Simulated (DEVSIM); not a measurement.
System: abrupt Si p-n junction, at 300 K.

```csv
layer (left to right),material,thickness (μm),Nd (cm⁻³),Na (cm⁻³),τn (s),τp (s)
1,Si,0.170,-,9.4e18,3.2e-7,3.2e-7
2,Si,96.0,5.3e14,-,3.2e-7,3.2e-7
```

Left contact: ohmic. Right contact: ohmic. Voltage is applied to the left contact. Recombination: SRH at mid-gap. Mobility is μmin + (μ − μmin)/(1 + (N/Nref)^α).

The device is made up for the run: typed textbook-type constants, with dimensions and the other settings drawn at random. Values at 300 K; Nc and Nv go as T^1.5, mobilities as T to minus their exponent, the gap by Varshni's rule with the affinity fixed.

```csv
parameter,Si
gap (eV),1.124
affinity (eV),4.05
permittivity,11.7
Nc (cm⁻³),2.86e19
Nv (cm⁻³),3.1e19
μn (cm²/Vs),1417
μp (cm²/Vs),470
"μn,min",52
"μp,min",45
"Nref,n",9.7e16
"Nref,p",2.2e17
αn,0.68
αp,0.72
T exponent of μn,2.3
T exponent of μp,2.2
Varshni α (eV/K),0.000473
Varshni β (K),636
```

DEVSIM, 1D drift-diffusion, Boltzmann statistics, complete ionisation; no tunnelling, impact ionisation, image-force lowering or self-heating.

The temperature was swept, all else fixed.

| temperature (K) | largest field in the device at zero bias (V/cm) | dark forward voltage at 1 A/cm² (V) | potential step across the device at zero bias (V) |
|---|---|---|---|
| 250 | … | … | 0.887 |
| 300 | 170000 | 0.644 | 0.811 |
| 350 | 180000 | 0.554 | 0.732 |
| 400 | 200000 | 0.467 | 0.650 |
| 450 | 210000 | 0.381 | 0.566 |
| 500 | 220000 | 0.275 | 0.487 |

Q: Complete the blanks.

A: 
- 250, largest field in the device at zero bias (V/cm): 160000
- 250, dark forward voltage at 1 A/cm² (V): 0.737
